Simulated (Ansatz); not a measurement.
Electronic density of states of amorphous Si₃₀N₄₁Al, density 2.96 g/cm³, on a 2×2×2 Γ-centred mesh with a Gaussian width of 0.1 eV; energies count from the Fermi level, whose place inside the gap is arbitrary. Cell and mesh are small, so fine structure isn't converged. The numbers are results of PBE, scalar-relativistic without spin-orbit coupling (plane waves to 420 eV, PAW; Ansatz, a quantum-chemistry and plane-wave program), not measurements. Sampling: a 2×2×2 Γ-centred mesh; Fermi-Dirac width 0.02 eV; no spin polarisation. At PBE the levels at the filled edge of the gap are localised (band-tail or defect states), and the nearest spread-out levels lie 2.6 eV apart at the zone centre.

Preparation: random packing, a CHGNet melt and quench, and a DFT relaxation. N atoms were pushed apart under 1.9 Å during the dynamics, to hinder bonds among them. The hot cell started wider than the set density and was brought back towards it in steps. It is the lowest in DFT energy of 2 quenches. It is a model cell: composition and starting density were chosen by hand, and all elements were melted together. No dispersion term was used. Its density started from a set value of 2.96 and ended at 2.96 g/cm³. Cooling (nominally 380 K/ps over its main leg) ran many orders faster than in experiment, which tends to leave more defects and strain. Values belong to this one cell and scatter from quench to quench. The volume was held where the preparation left it and the shape relaxed, at a PBE pressure of 3.9 GPa. Stress components on the final sampling reach 4.1 GPa. On a 2×2×2 Γ-centred mesh force components of up to 0.15 eV/Å stay, since the relaxation ran on the zone centre alone.

(E - EF (eV), states/(eV atom)): (-12.00, 0.00); (-11.90, 0.00); (-11.80, 0.00); (-11.70, 0.00); (-11.60, 0.00); (-11.50, 0.00); (-11.40, 0.01); (-11.30, 0.08); (-11.20, 0.13); (-11.10, 0.07); (-11.00, 0.08); (-10.90, 0.14); (-10.80, 0.16); (-10.70, 0.17); (-10.60, 0.22); (-10.50, 0.24); (-10.40, 0.22); (-10.30, 0.21); (-10.20, 0.23); (-10.10, 0.25); (-10.00, 0.22); (-9.90, 0.21); (-9.80, 0.23); (-9.70, 0.27); (-9.60, 0.24); (-9.50, 0.23); (-9.40, 0.27); (-9.30, 0.25); (-9.20, 0.20); (-9.10, 0.25); (-9.00, 0.26); (-8.90, 0.22); (-8.80, 0.17); (-8.70, 0.20); (-8.60, 0.27); (-8.50, 0.30); (-8.40, 0.26); (-8.30, 0.27); (-8.20, 0.30); (-8.10, 0.30); (-8.00, 0.30); (-7.90, 0.34); (-7.80, 0.34); (-7.70, 0.36); (-7.60, 0.37); (-7.50, 0.37); (-7.40, 0.36); (-7.30, 0.32); (-7.20, 0.35); (-7.10, 0.35); (-7.00, 0.38); (-6.90, 0.41); (-6.80, 0.41); (-6.70, 0.39); (-6.60, 0.37); (-6.50, 0.39); (-6.40, 0.43); (-6.30, 0.42); (-6.20, 0.42); (-6.10, 0.45); (-6.00, 0.49); (-5.90, 0.48); (-5.80, 0.42); (-5.70, 0.43); (-5.60, 0.46); (-5.50, 0.48); (-5.40, 0.46); (-5.30, 0.44); (-5.20, 0.48); (-5.10, 0.50); (-5.00, 0.50); (-4.90, 0.42); (-4.80, 0.44); (-4.70, 0.42); (-4.60, 0.44); (-4.50, 0.47); (-4.40, 0.47); (-4.30, 0.45); (-4.20, 0.42); (-4.10, 0.44); (-4.00, 0.47); (-3.90, 0.44); (-3.80, 0.37); (-3.70, 0.35); (-3.60, 0.40); (-3.50, 0.43); (-3.40, 0.43); (-3.30, 0.36); (-3.20, 0.41); (-3.10, 0.46); (-3.00, 0.43); (-2.90, 0.42); (-2.80, 0.41); (-2.70, 0.40); (-2.60, 0.44); (-2.50, 0.49); (-2.40, 0.52); (-2.30, 0.48); (-2.20, 0.42); (-2.10, 0.38); (-2.00, 0.29); (-1.90, 0.19); (-1.80, 0.21); (-1.70, 0.25); (-1.60, 0.12); (-1.50, 0.12); (-1.40, 0.15); (-1.30, 0.20); (-1.20, 0.25); (-1.10, 0.09); (-1.00, 0.01); (-0.90, 0.00); (-0.80, 0.00); (-0.70, 0.00); (-0.60, 0.00); (-0.50, 0.00); (-0.40, 0.00); (-0.30, 0.00); (-0.20, 0.00); (-0.10, 0.00); (0.00, 0.00); (0.10, 0.00); (0.20, 0.00); (0.30, 0.00); (0.40, 0.00); (0.50, 0.00); (0.60, 0.00); (0.70, 0.00); (0.80, 0.00); (0.90, 0.00); (1.00, 0.00); (1.10, 0.02); (1.20, 0.02); (1.30, 0.06); (1.40, 0.10); (1.50, 0.07); (1.60, 0.01); (1.70, 0.00); (1.80, 0.00); (1.90, 0.01); (2.00, 0.08); (2.10, 0.13); (2.20, 0.18); (2.30, 0.20); (2.40, 0.22); (2.50, 0.21); (2.60, 0.20); (2.70, 0.24); (2.80, 0.26); (2.90, 0.22); (3.00, 0.23); (3.10, 0.31); (3.20, 0.30); (3.30, 0.30); (3.40, 0.30); (3.50, 0.30); (3.60, 0.32); (3.70, 0.36); (3.80, 0.32); (3.90, 0.27); (4.00, 0.30); (4.10, 0.33); (4.20, 0.35); (4.30, 0.38); (4.40, 0.43)

The level gap on this mesh is 2.31 eV; the broadening fills part of it in the curve.
